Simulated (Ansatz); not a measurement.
An Ansatz (a program for electronic structure) run: GaSe; Ansatz, PBE-D3(BJ), PAW, cutoff 420 eV, no spin-orbit coupling, earlier PAW set.

Input:

Ansatz 0.2 input:
```yaml
crystal:
  lattice:
    - [3.7694300821, 0, 0]
    - [-1.884715041, 3.2644222089, 0]
    - [0, 0, 15.9641744992]
  atoms:
    - { symbol: Ga, position: [0.3333333333, 0.6666666667, 0.1734668436] }
    - { symbol: Ga, position: [0.6666666667, 0.3333333333, 0.6734668436] }
    - { symbol: Ga, position: [0.6666666667, 0.3333333333, 0.8265331564] }
    - { symbol: Ga, position: [0.3333333333, 0.6666666667, 0.3265331564] }
    - { symbol: Se, position: [0.3333333333, 0.6666666667, 0.5996521922] }
    - { symbol: Se, position: [0.6666666667, 0.3333333333, 0.0996521922] }
    - { symbol: Se, position: [0.6666666667, 0.3333333333, 0.4003478078] }
    - { symbol: Se, position: [0.3333333333, 0.6666666667, 0.9003478078] }
basis: { ecutwfc: 420, ecutrho_ratio: 4, xc_grid: 2, fft_grid_basis: typed }
kpoints: { mp_grid: { grid: [10, 10, 2] } }
hamiltonian:
  xc: pbe
  dispersion: d3bj
  pseudopotentials: { azcp: { folder: ./paw }, kind: paw }
scf: { occupations: { method: fermi_dirac, width: 0.05 }, convergence: { dr2_threshold: 0.0000000008 } }
output: { forces: true, stress: true }
checkpoint: { write: state.ck, write_every: 1000 }
```

Output:

```
WARN ansatz: RAYON_NUM_THREADS=1 ignored (pool sized by the plan → 1); use --threads N
Pseudopotentials: kind: paw
Pseudopotential: Ga, paw, valence charge 13
Pseudopotential: Se, paw, valence charge 16
Functional definition: PBE
Crystal: 8 atoms, lattice volume = 196.439 Å³
Basis set: ecut = 420 eV, 3893 PW (Γ), exchange–correlation on 54×54×216 points (8 copies of the dense FFT grid, shifted against one another)
Bands: 66, of which v1, the nominal top of the filled ones, is band 58 counted from 1 (57 counted from 0)
Symmetry: 24 space group operations
Space group: P63/mmc (ITA 194), of the structure as read, at distance tolerance 5.8e-5 Å
k-points: 28 of 200
Initial density: superposition of atomic densities (chi_scale 0.1, normalization cell, long waves kept (reshape's long-wave potential 0.69 eV rms))
Initial wavefunctions: pseudopotential atomic-orbital guess
Eigensolver: davidson
Functional: x = pbe(κ = 0.804, μ = 0.2195149727645171), c = pbe(β = 0.06672455060314922)
SCF iter   1: F=—  HF=-37021.309724 eV  |F-HF|=—  |Δ(HF+E_count)|=         —  Δρ=6.62e-2  dr2=3.05e1  ethr=3.10e-3  ⟨swp⟩=6.0  Hψ=6633  notcnv=0
all-band conjugate gradients solve this SCF's bands
preconditioner: auto → Resta (q_TF=auto, 2.499 Å⁻¹)
SCF iter   2: F=—  HF=-37015.865460 eV  |F-HF|=—  |Δ(HF+E_count)|=    5.44e0  Δρ=2.48e-2  dr2=7.73e-1  ethr=3.10e-3  ⟨swp⟩=4.7  Hψ=3824  notcnv=0  defer=50
SCF iter   3: F=—  HF=-37015.494689 eV  |F-HF|=—  |Δ(HF+E_count)|=   3.71e-1  Δρ=1.55e-2  dr2=3.22e-1  ethr=6.66e-4  ⟨swp⟩=2.0  Hψ=3447  notcnv=0  defer=66
SCF iter   4: F=—  HF=-37015.410412 eV  |F-HF|=—  |Δ(HF+E_count)|=   8.43e-2  Δρ=3.63e-3  dr2=2.70e-2  ethr=2.78e-4  ⟨swp⟩=2.6  Hψ=3047  notcnv=0  defer=66
SCF iter   5: F=—  HF=-37015.406686 eV  |F-HF|=—  |Δ(HF+E_count)|=   3.73e-3  Δρ=1.39e-3  dr2=4.91e-3  ethr=2.33e-5  ⟨swp⟩=2.0  Hψ=3004  notcnv=0  defer=66
SCF iter   6: F=—  HF=-37015.410275 eV  |F-HF|=—  |Δ(HF+E_count)|=   3.59e-3  Δρ=6.55e-4  dr2=6.56e-4  ethr=4.23e-6  ⟨swp⟩=2.0  Hψ=3413  notcnv=0  defer=66
SCF iter   7: F=—  HF=-37015.410321 eV  |F-HF|=—  |Δ(HF+E_count)|=   4.61e-5  Δρ=1.64e-4  dr2=6.88e-5  ethr=5.65e-7  ⟨swp⟩=2.0  Hψ=3407  notcnv=0  defer=66
SCF iter   8: F=—  HF=-37015.410509 eV  |F-HF|=—  |Δ(HF+E_count)|=   1.87e-4  Δρ=4.31e-5  dr2=6.12e-6  ethr=5.93e-8  ⟨swp⟩=2.0  Hψ=2847  notcnv=0  defer=66
SCF iter   9: F=—  HF=-37015.410559 eV  |F-HF|=—  |Δ(HF+E_count)|=   5.02e-5  Δρ=1.09e-5  dr2=2.00e-7  ethr=5.27e-9  ⟨swp⟩=2.6  Hψ=2902  notcnv=0  defer=66
SCF iter  10: F=—  HF=-37015.410560 eV  |F-HF|=—  |Δ(HF+E_count)|=   6.19e-7  Δρ=2.63e-6  dr2=1.64e-8  ethr=1.73e-10  ⟨swp⟩=2.4  Hψ=2690  notcnv=0  defer=66
SCF iter  11: F=-37015.410560 eV  HF=-37015.410560 eV  |F-HF|=9.09e-10  |Δ(HF+E_count)|=   5.38e-8  Δρ=5.12e-7  dr2=3.86e-10  ethr=1.00e-12  ⟨swp⟩=9.4  Hψ=9249  notcnv=0
SCF 1 converged in 11 iterations: F = -37015.410560 eV  dr2 = 3.86e-10
SCF converged after 11 iterations
Free energy (F): -37015.410560 eV
Harris-Foulkes:  -37015.410560 eV  (|F-HF|=9.09e-10)
Internal energy: -37015.410557 eV  (E = F + TS)
E sigma→0 (E₀):  -37015.410559 eV
Entropy (-TS):   -0.000003 eV (-0.000 meV/atom)
Fermi energy:    7.591760 eV
--- Per-component energies (eV) ---
  E_band       = -1888.628271
  E_kinetic    = 888.970796
  E_local      = -17607.725172  (includes V_loc(G=0)·N_el)
  E_nonlocal   = -1791.760941
  E_hartree    = 9790.622776
  E_xc         = -593.695380
  E_vxc        = -585.131090  (∫ρ·V_xc dr)
  E_paw        = -16482.720785  (= ΣΔE_a)
  E_vpaw       = -2374.225130  (= ΣTr[D̂ρ^β])
  E_aug_tail   = -0.002329  (compensation charges beyond the density's cutoff)
  E_ewald      = -11216.775613
  E_disp       = -2.323909  (pairwise vdW)
  E_smearing   = -0.000003  (= −TS)
  E_closure    = -0.000000  (closes the sum)
  Σ components = -37015.410560   (vs F -37015.410560, Δ=0.00e0)
  [band-id]    e_kinetic+e_local+e_nonlocal+2·e_hartree+e_vxc+e_vpaw+e_augmentation_tail = -1888.628314   (vs E_band -1888.628271, Δ=-4.25e-5)
--- Forces (eV/Å), atoms counted from 1 ---
  atom   1  Ga     0.00000000     0.00000000    -0.00063803
  atom   2  Ga    -0.00000000    -0.00000000    -0.00063803
  atom   3  Ga    -0.00000000    -0.00000000     0.00063803
  atom   4  Ga     0.00000000     0.00000000     0.00063803
  atom   5  Se    -0.00000000    -0.00000000    -0.00066969
  atom   6  Se     0.00000000    -0.00000000    -0.00066969
  atom   7  Se     0.00000000     0.00000000     0.00066969
  atom   8  Se    -0.00000000    -0.00000000     0.00066969
  max |Σ_I F_I| component: 7.81e-18 eV/Å
--- Stress (GPa, compression-positive) ---
        0.000834       0.000000       0.000000
        0.000000       0.000834       0.000000
        0.000000       0.000000       0.001244
  P = ⅓ Tr σ = 0.0010 GPa (0.010 kbar)
  The stress holds the Pulay correction. Without it, at fixed plane waves, as pw.x and ABINIT print it: P = -0.0256 GPa
  The stress includes an estimate of the error left by incomplete SCF convergence (largest component -0.0000 GPa).
--- Band table ---
  band table: none
```

Stability against distortions was not tested. The cell is GaSe in the beta-GaS type structure (space group P6_3/mmc, No. 194; layered, stacked along the Cartesian z axis).
